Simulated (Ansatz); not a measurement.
Consider MgS in the rock salt structure (space group Fm-3m, No. 225).

```yaml
crystal:
  lattice:
    - [0.00000, 2.61486, 2.61486]
    - [2.61486, 0.00000, 2.61486]
    - [2.61486, 2.61486, 0.00000]
  atoms:
    - { symbol: Mg, position: [0.50000, 0.50000, 0.50000] }
    - { symbol: S, position: [0.00000, 0.00000, 0.00000] }
```

Calculations: Ansatz (an electronic-structure program), PBE, PAW, cutoff 420 eV, spin-orbit coupling left out.

Carriers are added at fixed cell with a uniform background; the Fermi–Dirac width is that of 300 K.

One change was made to it. Results:

The Fermi level relative to the doped band's edge (positive inside the band; to 0.05 eV) amounts to +0.20 eV; the gap character stays indirect, Γ → X.

### Question
What was done to the base?
(A) electrons 3.0×10^21 cm⁻³
(B) holes 3.0×10^21 cm⁻³
(C) electrons 1.0×10^21 cm⁻³
(D) electrons 2.0×10^21 cm⁻³

### Answer
B, holes 3.0×10^21 cm⁻³. For comparison, the Fermi level from band edge in the other runs: electrons 2.0×10^21 cm⁻³ gives +0.65 eV; electrons 1.0×10^21 cm⁻³ gives +0.45 eV; electrons 3.0×10^21 cm⁻³ gives +0.85 eV.

Carriers are added with a uniform compensating background; total energy and stress of such cells depend on the potential's zero and are not compared; many-body gap narrowing is missing at this level. Stability against distortions was not tested. The base started in P3_121 and relaxed to Fm-3m at this level.
